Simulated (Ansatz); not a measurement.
Defect: interstitial Na in corundum, charge state +1. Method: PBE, PAW (plane waves to 420 eV; Ansatz, a first-principles code).

Settings: 270 host sites, the relaxed PBE lattice, the Γ point alone, smearing 0.01 eV, spin-restricted, no image-charge correction. Energies are static. The charge state is imposed; whether it is stable for some Fermi level was not computed. Sites that were not tried may lie lower. The start lies 0.74 eV above the lowest site run (PBE).

Barriers: single points on a 2×2×2 k-point mesh shifted by half a step along c at the bands' geometries.

The step: several atoms move together, Na the farthest. Atoms about the jump, Cartesian Å from the middle of the jump, before and after:

```json
[
 {"atom": "Na1", "x0": "-1.20", "y0": "0.69", "z0": "-0.09", "x1": "1.20", "y1": "-0.69", "z1": "0.09"},
 {"atom": "O2", "x0": "-0.34", "y0": "-0.66", "z0": "-1.31", "x1": "-0.46", "y1": "-0.61", "z1": "-1.25"},
 {"atom": "O3", "x0": "0.46", "y0": "0.61", "z0": "1.25", "x1": "0.34", "y1": "0.66", "z1": "1.31"},
 {"atom": "O4", "x0": "0.46", "y0": "-1.95", "z0": "1.10", "x1": "0.46", "y1": "-2.12", "z1": "1.31"},
 {"atom": "O5", "x0": "-2.10", "y0": "-0.70", "z0": "1.25", "x1": "-2.11", "y1": "-0.71", "z1": "1.08"},
 {"atom": "Al6", "x0": "-1.20", "y0": "0.69", "z0": "2.12", "x1": "-1.18", "y1": "0.72", "z1": "0.31"},
 {"atom": "Al7", "x0": "1.18", "y0": "-0.72", "z0": "-0.31", "x1": "1.20", "y1": "-0.69", "z1": "-2.12"},
 {"atom": "Al8", "x0": "-1.20", "y0": "-2.17", "z0": "1.94", "x1": "-1.21", "y1": "-2.11", "z1": "1.98"},
 {"atom": "Al9", "x0": "1.28", "y0": "-0.69", "z0": "2.43", "x1": "1.20", "y1": "-0.69", "z1": "2.49"},
 {"atom": "Al10", "x0": "-1.18", "y0": "-2.10", "z0": "-1.98", "x1": "-1.28", "y1": "-2.13", "z1": "-1.94"},
 {"atom": "O11", "x0": "1.96", "y0": "-2.22", "z0": "-1.09", "x1": "1.96", "y1": "-2.17", "z1": "-1.25"},
 {"atom": "O12", "x0": "-0.46", "y0": "2.12", "z0": "-1.31", "x1": "-0.46", "y1": "1.95", "z1": "-1.10"},
 {"atom": "O13", "x0": "2.11", "y0": "0.71", "z0": "-1.08", "x1": "2.10", "y1": "0.70", "z1": "-1.25"},
 {"atom": "Al14", "x0": "1.21", "y0": "-3.48", "z0": "0.24", "x1": "1.17", "y1": "-3.46", "z1": "0.32"},
 {"atom": "O15", "x0": "-0.26", "y0": "-3.49", "z0": "-1.10", "x1": "-0.26", "y1": "-3.45", "z1": "-1.10"},
 {"atom": "Al16", "x0": "-1.20", "y0": "0.69", "z0": "-2.49", "x1": "-1.28", "y1": "0.69", "z1": "-2.43"},
 {"atom": "O17", "x0": "2.67", "y0": "-0.69", "z0": "1.09", "x1": "2.81", "y1": "-0.63", "z1": "1.31"},
 {"atom": "O18", "x0": "-0.48", "y0": "-0.67", "z0": "3.29", "x1": "-0.48", "y1": "-0.82", "z1": "3.34"},
 {"atom": "O19", "x0": "-2.81", "y0": "0.63", "z0": "-1.31", "x1": "-2.67", "y1": "0.69", "z1": "-1.09"},
 {"atom": "O20", "x0": "-2.85", "y0": "-2.19", "z0": "-1.08", "x1": "-2.89", "y1": "-2.20", "z1": "-1.09"},
 {"atom": "Al21", "x0": "-3.62", "y0": "-0.66", "z0": "-0.32", "x1": "-3.61", "y1": "-0.69", "z1": "-0.23"},
 {"atom": "O22", "x0": "-1.96", "y0": "2.17", "z0": "1.25", "x1": "-1.96", "y1": "2.22", "z1": "1.09"},
 {"atom": "O23", "x0": "-1.95", "y0": "-3.60", "z0": "1.09", "x1": "-1.95", "y1": "-3.60", "z1": "1.10"},
 {"atom": "Al24", "x0": "1.28", "y0": "2.13", "z0": "1.94", "x1": "1.18", "y1": "2.10", "z1": "1.98"},
 {"atom": "Al25", "x0": "1.21", "y0": "2.11", "z0": "-1.98", "x1": "1.20", "y1": "2.17", "z1": "-1.94"},
 {"atom": "O26", "x0": "0.48", "y0": "0.82", "z0": "-3.34", "x1": "0.48", "y1": "0.67", "z1": "-3.29"},
 {"atom": "Al27", "x0": "3.61", "y0": "0.69", "z0": "0.23", "x1": "3.62", "y1": "0.66", "z1": "0.32"},
 {"atom": "O28", "x0": "0.29", "y0": "-2.15", "z0": "-3.35", "x1": "0.38", "y1": "-2.00", "z1": "-3.29"}
]
```

Question: Predict the transition state.

Answer: 
| atom | x | y | z |
|---|---|---|---|
| Na1 | -0.18 | -0.64 | 0.19 |
| O2 | -0.43 | -0.69 | -1.64 |
| O3 | 0.45 | 0.72 | 1.41 |
| O4 | 0.46 | -2.13 | 1.37 |
| O5 | -2.09 | -0.71 | 1.21 |
| Al6 | -1.24 | 0.78 | 1.94 |
| Al7 | 1.30 | -0.68 | -1.97 |
| Al8 | -1.22 | -2.20 | 2.06 |
| Al9 | 1.31 | -0.68 | 2.39 |
| Al10 | -1.29 | -2.16 | -2.06 |
| O11 | 1.95 | -2.19 | -1.19 |
| O12 | -0.43 | 1.99 | -1.22 |
| O13 | 2.12 | 0.72 | -1.17 |
| Al14 | 1.19 | -3.39 | 0.28 |
| O15 | -0.27 | -3.43 | -1.11 |
| Al16 | -1.29 | 0.73 | -2.36 |
| O17 | 2.74 | -0.69 | 1.22 |
| O18 | -0.52 | -0.70 | 3.30 |
| O19 | -2.76 | 0.68 | -1.22 |
| O20 | -2.86 | -2.18 | -1.09 |
| Al21 | -3.55 | -0.62 | -0.28 |
| O22 | -1.99 | 2.24 | 1.18 |
| O23 | -1.96 | -3.60 | 1.11 |
| Al24 | 1.28 | 2.17 | 1.97 |
| Al25 | 1.20 | 2.17 | -1.95 |
| O26 | 0.56 | 0.73 | -3.33 |
| Al27 | 3.53 | 0.61 | 0.27 |
| O28 | 0.41 | -2.11 | -3.40 |
It lies 2.09 eV above the start and 2.09 eV above the end. The check of the saddle point's order was inconclusive.
